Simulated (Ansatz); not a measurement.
The parent structure is SiC (space group P6_3mc, No. 186; a = 3.078 Å, c = 10.076 Å). Axes: x lies along a and z along c of the hexagonal cell.

Level of theory: Kohn–Sham DFT with the PBEsol functional, run in Ansatz (a quantum-chemistry and plane-wave program) with PAW and 420 eV plane waves, scalar-relativistic without spin-orbit coupling.

Perturbation: an isotropic linear strain of +2.25 %, atoms relaxed at fixed cell.

Problem. Predict the stress tensor and what it implies for the stiffness.

Solution. Stress of the strained cell less that of the base (GPa, compression positive):
```
 -13.06    0.00    0.00
   0.00  -13.06    0.00
   0.00    0.00  -12.91
```

Then B = −ΔP/(ΔV/V₀) with ΔV/V₀ = 0.0690 gives secant stiffness values (nonlinear terms included at this strain): B (at held cell shape, above the free-shape value) ≈ 188 GPa.

As a check, the harmonic strain energy −½ V₀ Δσ:ε is 28 meV/atom; the computed energy rise is 31 meV/atom.

Whether these cells are dynamically stable was not tested.
